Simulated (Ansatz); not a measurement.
Consider HfO₂ in the fluorite structure (space group Fm-3m, No. 225; a = 5.044 Å).

Calculations: PBEsol/PAW in Ansatz (a first-principles code), without spin-orbit coupling.

Strains are applied to the cell and any free atomic positions relax.

One change was made to it. Results:

| quantity | base | after |
|---|---|---|
| energy relative to the base (free energy F) | 0 meV/atom | +79 meV/atom |
| gap character | direct at X | direct at X |

Question: Name the change that was made.
A) isotropic strain −2.00 %
B) isotropic strain −1.50 %
C) isotropic strain −3.00 %
D) isotropic strain +0.50 %

Answer: C, isotropic strain −3.00 %. For comparison, the energy relative to the base in the other runs: isotropic strain −1.50 % gives +19 meV/atom; isotropic strain −2.00 % gives +34 meV/atom; isotropic strain +0.50 % gives +2.0 meV/atom.

Spin-orbit coupling, missing from the scalar runs, can matter with Hf. Whether these cells are dynamically stable was not tested. This is not the structure that HfO2 has at room temperature and ambient pressure.
